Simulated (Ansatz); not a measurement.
The reference is P (space group Cmce, No. 64; a = 3.323 Å, b = 10.186 Å, c = 4.158 Å; layered, stacked along the Cartesian y axis; relaxed with 0.1 eV smearing). Axes: x, y, z lie along a, b, c of the conventional cell.

The values are results of PBE-D3(BJ) in Ansatz (plane waves to 420 eV, PAW, no SOC), earlier PAW set, not measurements.

Base values:

| Item | Value |
|---|---|
| Band gap | zero |
| Shortest interatomic distance | 4.210 bohr |

Modification: uniaxial strain ε_zz = +0.92 %, all other strain components held at zero; the atoms relax in the strained cell.

Problem. How does this affect the stress, band gap, energy relative to the base and shortest interatomic distance?

Solution. The stress (xx, yy, zz, yz, xz, xy; compression positive) comes out as (-0.4, 0.0, -0.4, 0.0, 0.0, 0.0) GPa; the band gap remains zero; the energy stays essentially unchanged; the shortest interatomic distance stays essentially unchanged (4.210 bohr against 4.212 bohr).

Stability against distortions was not tested. A zero or small gap of P can be the functional's error rather than a property of the material.

Ansatz is a first-principles code.
